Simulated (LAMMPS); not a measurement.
LAMMPS 22 Jul 2025, classical MD, Tersoff (SiC.tersoff): SiC, 1728 atoms.

- task = MD, nve
- potential = Tersoff, SiC.tersoff
- copies of the repeat unit = 6×6×6
- shape (slab and sphere leave vacuum in the box) = bulk
- steps = 2000
- timestep = 1 fs
- thermo = 50
- newton = on (default)
- atom_modify sort (bins of 2 Å where set) = 1000 (default)
- comm_style = brick (default)
- box = 26.2 × 26.2 × 26.2 Å
- start = generated zinc blende lattice, warmed in an untimed run

All runs start from one configuration, warmed at this fixed volume for 1000 steps under a thermostat at 300 K. The run at a skin of 2 Å has a mean temperature of 295 K and a mean pressure of -3.5 GPa.

One run each, on a shared machine, so no times are given.

With neigh_modify every 1 delay 0 check yes, skins of 0.1, 0.3, 0.5, 1, 1.5, 2, 3 Å were run. Further schedules:
- skin 2 Å, every 1 delay 10 check yes
- skin 1 Å, every 1 delay 10 check yes
- skin 0.3 Å, every 1 delay 10 check yes
- skin 0.3 Å, every 100 delay 0 check no
- skin 2 Å, every 20 delay 0 check no
- skin 0.3 Å, every 20 delay 0 check no
- skin 2 Å, every 100 delay 0 check no

A schedule rebuilds too seldom if it shows a dangerous build, rebuilds less often than the check at every step does at that skin, or fails.

Problem. Name the settings that rebuild less often than the motion of the atoms asks.

Solution. With the check at every step the rebuilds are 653 at 0.1 Å, 214 at 0.3 Å, 68 at 0.5 Å, 0 at 1 Å, 0 at 1.5 Å, 0 at 2 Å, 0 at 3 Å. Too seldom: skin 0.3 Å, every 1 delay 10 check yes; skin 0.3 Å, every 100 delay 0 check no; skin 0.3 Å, every 20 delay 0 check no.

```tsv
setting	rebuilds	dangerous builds	list entries an atom	change of the total energy (meV/atom)
skin 0.1 Å, every 1 delay 0 check yes	653	—	11.7	+0.10
skin 0.3 Å, every 1 delay 0 check yes	214	—	16.0	+0.10
skin 0.5 Å, every 1 delay 0 check yes	68	—	16.1	+0.10
skin 1 Å, every 1 delay 0 check yes	0	—	28.0	+0.10
skin 1.5 Å, every 1 delay 0 check yes	0	—	34.0	+0.10
skin 2 Å, every 1 delay 0 check yes	0	—	46.0	+0.10
skin 3 Å, every 1 delay 0 check yes	0	—	86.0	+0.10
skin 2 Å, every 1 delay 10 check yes	0	0	46.0	+0.10
skin 1 Å, every 1 delay 10 check yes	0	0	28.0	+0.10
skin 0.3 Å, every 1 delay 10 check yes	199	195	16.0	+0.10
skin 0.3 Å, every 100 delay 0 check no	20	not counted	16.0	+0.10
skin 2 Å, every 20 delay 0 check no	100	not counted	46.0	+0.10
skin 0.3 Å, every 20 delay 0 check no	100	not counted	16.0	+0.10
skin 2 Å, every 100 delay 0 check no	20	not counted	46.0	+0.10
```

Where the energy changes as in the checked runs, the late rebuilds cost nothing that shows in this run. List entries are as LAMMPS prints them (Ave neighs/atom).
